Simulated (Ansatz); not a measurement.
## Al, response to strain

Take Al in the fcc (Cu type) structure (space group Fm-3m, No. 225; a = 3.9937 Å; relaxed with 0.1 eV smearing) as the base. Axes: x, y, z lie along the cube axes.

Strains are applied to the cell and any free atomic positions relax; under biaxial strain the out-of-plane vector relaxes too.

Computed with r2SCAN (Ansatz, a program for electronic structure), no spin-orbit coupling.

Notes on the quantities. in-plane stress: mean in-plane stress (compression positive).

| change | in-plane stress | volume per atom |
|---|---|---|
| base | – | 15.92 Å³ |
| biaxial strain +0.42 %, plane normal [111], relaxed out of plane | -0.6 GPa | … |
| biaxial strain +0.83 %, plane normal [111], relaxed out of plane | … | 16.07 Å³ |
| biaxial strain +1.25 %, plane normal [111], relaxed out of plane | -1.8 GPa | 16.15 Å³ |
| biaxial strain +1.67 %, plane normal [111], relaxed out of plane | … | … |
| biaxial strain +2.08 %, plane normal [111], relaxed out of plane | -2.9 GPa | 16.31 Å³ |
| biaxial strain +2.50 %, plane normal [111], relaxed out of plane | -3.4 GPa | 16.39 Å³ |

Fill in the withheld entries from the trend.


- biaxial strain +0.42 %, plane normal [111], relaxed out of plane, volume per atom: 16.00 Å³
- biaxial strain +0.83 %, plane normal [111], relaxed out of plane, in-plane stress: -1.2 GPa
- biaxial strain +1.67 %, plane normal [111], relaxed out of plane, in-plane stress: -2.3 GPa
- biaxial strain +1.67 %, plane normal [111], relaxed out of plane, volume per atom: 16.23 Å³

Stability against distortions was not tested.
